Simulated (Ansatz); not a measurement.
Base system: SrO in the rock salt structure (space group Fm-3m, No. 225; a = 5.1224 Å).

The values are results of Ansatz (an electronic-structure program), PBEsol, PAW, cutoff 420 eV, no spin-orbit coupling, not measurements.

Base values:

* **Electron mass**: 1.2 mₑ along k, 0.39 mₑ across (at X)

Modification: an isotropic linear strain of +1.50 %; the atoms relax in the strained cell.

**Question.** How does this affect the mean gap deformation potential ΔEg/Δln V and electron mass?

**Answer.** The mean gap deformation potential ΔEg/Δln V comes out as +0.6 eV; the electron mass becomes 1.2 mₑ along k, 0.40 mₑ across (at X) (base: 1.2 mₑ along k, 0.39 mₑ across (at X)).

Effective masses come from finite differences of ±0.01 Å⁻¹. Along k means along the line from Γ to the band edge. No phonon test of stability was made.
